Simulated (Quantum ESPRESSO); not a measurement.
Worked example: self-consistent single point of SiO2 (P3_121, 9 atoms in the cell) in Quantum ESPRESSO.

Method: vdW-DF2, GBRV 1.5 ultrasoft (PBE) pseudopotentials (plane waves; Quantum ESPRESSO).

```
SiO2
1.0
    4.84420     0.00000     0.00000
   -2.42210     4.19520     0.00000
    0.00000     0.00000     5.35309
Si O
3 6
Direct
  0.53109   0.53109   0.00000
  0.46891   0.00000   0.33333
  0.00000   0.46891   0.66667
  0.26922   0.41339   0.78489
  0.58661   0.85583   0.11822
  0.14417   0.73078   0.45156
  0.41339   0.26922   0.21511
  0.85583   0.58661   0.88178
  0.73078   0.14417   0.54844
```

Reference input (self-consistent single point, DFT, PBE, plane waves, GBRV 1.5 ultrasoft (PBE) pseudopotentials): ecutwfc = 40 Ry; ecutrho = 200 Ry; occupations = smearing; smearing = gaussian; degauss = 0.000734986 Ry; potentials = {Si: si_pbe_v1.uspp.F.UPF, O: o_pbe_v1.2.uspp.F.UPF}; K_POINTS = automatic 4 4 3 0 0 0; conv_thr = 1e-10 Ry. This run's input differs from it in these lines:

```diff
@@ -18,2 +18,3 @@
  degauss = 0.000734986
+ input_dft = 'vdw-df2'
 /
```

Log, with long lists cut:

```
     Self-consistent Calculation

     iteration #  1     ecut=    40.00 Ry     beta= 0.70

     total energy              =    -224.33247410 Ry
     estimated scf accuracy    <       3.12911963 Ry

     iteration #  2     ecut=    40.00 Ry     beta= 0.70

     total energy              =    -225.36580668 Ry
     estimated scf accuracy    <       1.87075494 Ry

     iteration #  3     ecut=    40.00 Ry     beta= 0.70

     total energy              =    -225.67034603 Ry
     estimated scf accuracy    <       0.01846029 Ry

   [... 7 blocks of this kind left out ...]

     iteration # 11     ecut=    40.00 Ry     beta= 0.70

     total energy              =    -225.68042934 Ry
     estimated scf accuracy    <          1.6E-09 Ry

     iteration # 12     ecut=    40.00 Ry     beta= 0.70
     End of self-consistent calculation

     the Fermi energy is     5.9748 ev

!    total energy              =    -225.68042934 Ry
     estimated scf accuracy    <          2.5E-12 Ry
     smearing contrib. (-TS)   =      -0.00000000 Ry
     internal energy E=F+TS    =    -225.68042934 Ry

     convergence has been achieved in  12 iterations

     Forces acting on atoms (cartesian axes, Ry/au):

     atom    1 type  1   force =     0.00120119    0.00208053    0.00000000
     atom    2 type  1   force =    -0.00240239   -0.00000000    0.00000000
     atom    3 type  1   force =     0.00120119   -0.00208053    0.00000000
     atom    4 type  2   force =     0.01929238   -0.02969770   -0.02047758
     atom    5 type  2   force =     0.01607277    0.03155654   -0.02047758
   [... lines left out ...]

     Total force =     0.100291     Total SCF correction =     0.000000

          total   stress  (Ry/bohr**3)                   (kbar)     P=      188.31
   0.00127278  -0.00000000   0.00000000          187.23       -0.00        0.00
  -0.00000000   0.00127278   0.00000000           -0.00      187.23        0.00
   0.00000000   0.00000000   0.00129485            0.00        0.00      190.48

   JOB DONE.
```

The run converged in 12 iterations. Against the reference run the pressure goes from 15.56 to 18.83 GPa, the largest force goes from 0.833 to 1.052 eV/Å and the gap on the mesh goes from 6.317 to 6.144 eV.

The starting cell comes from a database of computed structures (which also holds hypothetical and non-ambient phases and stackings), without a prior relaxation at this level. Its lattice was rescaled by a random factor within 2.5 % of one. With a pressure of about 19 GPa the cell is away from its equilibrium volume at this level. Forces in this geometry exceed 1 eV/Å.

Cost on one core of a shared machine: roughly 80 s.
